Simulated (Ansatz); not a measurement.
Consider MgTe in the wurtzite structure (space group P6_3mc, No. 186).

```yaml
crystal:
  lattice:
    - [4.60846, 0.00000, 0.00000]
    - [-2.30423, 3.99105, 0.00000]
    - [0.00000, 0.00000, 7.50071]
  atoms:
    - { symbol: Mg, position: [0.66667, 0.33333, 0.00081] }
    - { symbol: Mg, position: [0.33333, 0.66667, 0.50081] }
    - { symbol: Te, position: [0.66667, 0.33333, 0.62439] }
    - { symbol: Te, position: [0.33333, 0.66667, 0.12439] }
```

All numbers come from plane-wave PAW DFT at the PBE level (Ansatz, a first-principles code, 420 eV), no spin-orbit coupling.

Base values:

| Quantity | Value |
|---|---|
| Volume per atom | 34.49 Å³ |

The change: a hydrostatic pressure of 0.9 GPa.

### Question
How does this affect the volume per atom?

### Answer
The volume per atom shrinks by 0.85 Å³, from 34.49 Å³ to 33.64 Å³.

Load acts through the strain it causes; cell and atoms are relaxed under it. Whether these cells are dynamically stable was not tested.
